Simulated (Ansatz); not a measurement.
A computed series for SnTe: response to strain

Start from SnTe in the rock salt structure (space group Fm-3m, No. 225; a = 6.370 Å). Axes: x, y, z lie along the cube axes.

Strains are applied to the cell and any free atomic positions relax; under biaxial strain the out-of-plane vector relaxes too; under stress the whole cell relaxes.

The values are results of r2SCAN in Ansatz (plane waves to 500 eV, PAW, no spin-orbit coupling), not measurements.

Task: Only one of these has no band gap. Which?
A. uniaxial stress, 1 GPa compression along z
B. isotropic strain +1.49 %
C. biaxial strain −3.24 %, plane normal [111], relaxed out of plane
D. isotropic strain +1.72 %
E. biaxial strain +1.55 %, plane normal [001], relaxed out of plane

Result: C, biaxial strain −3.24 %, plane normal [111], relaxed out of plane. Computed: biaxial strain −3.24 %, plane normal [111], relaxed out of plane: zero; isotropic strain +1.49 %: 0.26 eV; biaxial strain +1.55 %, plane normal [001], relaxed out of plane: 0.20 eV; isotropic strain +1.72 %: 0.28 eV; uniaxial stress, 1 GPa compression along z: 0.10 eV

With Te present, leaving out spin-orbit coupling can change the band edges. Beyond what the load breaks, stability against distortions was not tested. All final runs are without spin polarisation. A zero or small gap of SnTe can be the functional's error rather than a property of the material.

Ansatz is an electronic-structure program.
